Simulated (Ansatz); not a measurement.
Pd₃GaC (model structure, started from the Ni3MgC type, Pm-3m, No. 221, 5 atoms in the cell)

These are PBEsol (Ansatz, a program for electronic structure, PAW) values and carry that method's errors.

Numerical settings: plane-wave cutoff 520 eV, 14×14×14 k mesh, Fermi–Dirac smearing 0.05 eV, scalar-relativistic PAW data made under PBE.

Cell (relaxed at this level):

```cif
data_CGaPd3
_chemical_formula_sum 'Ga1 Pd3 C1'
_space_group_name_H-M_alt 'P 1'
_space_group_IT_number 1
_cell_length_a 4.08217
_cell_length_b 4.08217
_cell_length_c 4.08217
_cell_angle_alpha 90.000
_cell_angle_beta 90.000
_cell_angle_gamma 90.000
loop_
_space_group_symop_operation_xyz
  'x, y, z'
loop_
_atom_site_label
_atom_site_type_symbol
_atom_site_fract_x
_atom_site_fract_y
_atom_site_fract_z
_atom_site_occupancy
Ga1 Ga 0.00000 0.00000 0.00000 1
Pd1 Pd 0.00000 0.50000 0.50000 1
Pd2 Pd 0.50000 0.00000 0.50000 1
Pd3 Pd 0.50000 0.50000 0.00000 1
C1 C 0.50000 0.50000 0.50000 1
```

For Pd₃GaC (model structure, started from the Ni3MgC type, Pm-3m, No. 221, 5 atoms in the cell), the band gap is none and the bulk modulus B0 is 192 GPa.

Note: the bulk modulus is −V dP/dV from two relaxed cells at ±2 % in volume; the relaxation could raise the start's symmetry but not lower it, so the cell can be a saddle point.

Spin–orbit coupling is not included.

Static lattice: no zero-point or thermal effects.

Cost on a shared machine: about 110 core-seconds (a rough figure).

A model structure was made by putting elements into a prototype or built by hand; it is no filed structure, need not be a known phase, and can be a saddle point held by its symmetry.
